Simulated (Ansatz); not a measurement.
CsCl-type CuZn, treated with PBE0 (Ansatz, a first-principles code, plane waves, PAW).

Numerical settings: plane-wave cutoff 460 eV, 10×10×10 k mesh, Fermi–Dirac smearing 0.05 eV, no spin polarisation, scalar-relativistic PAW data made under PBE.

A third-order Birch–Murnaghan fit to the energies gives V0 = 12.977 Å³/atom, B0 = 110 GPa, B′ = 3.9.

```tsv
V (Å³/atom)	P (GPa)
12.363	5.93
12.656	2.99
12.867	___
13.305	___
13.629	-4.89
```

Estimate the withheld pressures from this fit; the answers are the runs' own values.


- 12.867, P (GPa): 0.98
- 13.305, P (GPa): -2.64

The formula P = (3/2) B0 (x^(7/3) − x^(5/3)) [1 + (3/4)(B′ − 4)(x^(2/3) − 1)] with x = V0/V meets the computed pressures within 0.10 GPa when these rounded values are put in.

Measured, for comparison: bulk modulus 116 GPa (temperature not stated, not corrected to a static lattice; as tabulated in Nepal et al. (2020), arXiv:2007.11150); equilibrium volume per atom 12.93 Å³/atom (temperature not stated, not corrected to a static lattice; as tabulated in First-Principles Study on the Electrical and Thermal Conductivities of Cu–Zn …). Computed (rounded) less measured: bulk modulus -5 %, equilibrium volume per atom +0.4 %.

Note: the run has no spin polarisation, so it can have missed a magnetic state.

Computed values are for the static lattice.
